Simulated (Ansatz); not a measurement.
Consider TiB2 (space group P6/mmm, No. 191).

```xyz
3
Lattice="3.0174 0.0000 0.0000 -1.5087 2.6131 0.0000 0.0000 0.0000 3.1851" Properties=species:S:1:pos:R:3 pbc="T T T"
Ti     0.0000     0.0000     0.0000
B      0.0000     1.7421     1.5925
B      1.5087     0.8710     1.5925
```

Cartesian axes are those of the cell as printed.

Level of theory: Kohn–Sham DFT with the PBEsol functional, run in Ansatz (a program for electronic structure) with PAW and 420 eV plane waves, no SOC.

Perturbation: every lattice vector is shortened by 1.04 %; the atoms relax in the strained cell.

### Question
Predict the stress tensor and what it implies for the stiffness.

### Answer
Stress of the strained cell less that of the base (GPa, compression positive):
```
    9.5     0.0     0.0
    0.0     9.5     0.0
    0.0     0.0     7.7
```

Then B = −ΔP/(ΔV/V₀) with ΔV/V₀ = -0.0309 gives secant stiffness values (nonlinear terms included at this strain): B (at held cell shape, above the free-shape value) ≈ 289 GPa.

As a check, the harmonic strain energy −½ V₀ Δσ:ε is 7.3 meV/atom; the computed energy rise is 7.0 meV/atom.

The mesh was chosen for an insulator and is coarse for the gapless case. No phonon test of stability was made. The final runs are not spin-polarised.
